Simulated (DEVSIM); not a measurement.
System: Co/Al2O3/SiO2/p-Si capacitor, at 300 K.

Layer 1 from the left is Al2O3, thickness (nm) 2.10. Layer 2 from the left is SiO2, thickness (nm) 0.830. Layer 3 from the left is Si, thickness (nm) 990, Na (cm⁻³) 3.4e17.

Metal gate on the left, work function 5 eV. Fixed charge at the semiconductor interface 0 cm⁻² (in units of +e); no interface traps.

The device is made up for the run: typed textbook-type constants, with dimensions and the other settings drawn at random. Values at 300 K.

Al2O3: gap (eV) 6.8, affinity (eV) 1.35, permittivity 9. SiO2: gap (eV) 9, affinity (eV) 0.9, permittivity 3.9. Si: gap (eV) 1.124, affinity (eV) 4.05, permittivity 11.7, Nc (cm⁻³) 2.86e19, Nv (cm⁻³) 3.1e19.

### Question
Estimate by hand the flat-band voltage, the threshold voltage, and compare with a numerical solution.

### Answer

- Flat-band voltage: C = 1.98 μF/cm², work-function difference -0.057 V; VFB = φms − qNf/C = -0.06 V; numerical -0.06 V.
- Threshold voltage: φF = 0.446 V, depletion charge √(4εqNφF) = 3.17e-7 C/cm²; VT = VFB + 2φF + Qd/C = 1.00 V; numerical 0.99 V.

Model (solved in DEVSIM): 1D Poisson equation in equilibrium, Boltzmann statistics, complete ionisation; no quantum confinement or tunnelling. Metal contacts follow the ideal Schottky-Mott rule: no Fermi-level pinning, no interface dipoles.
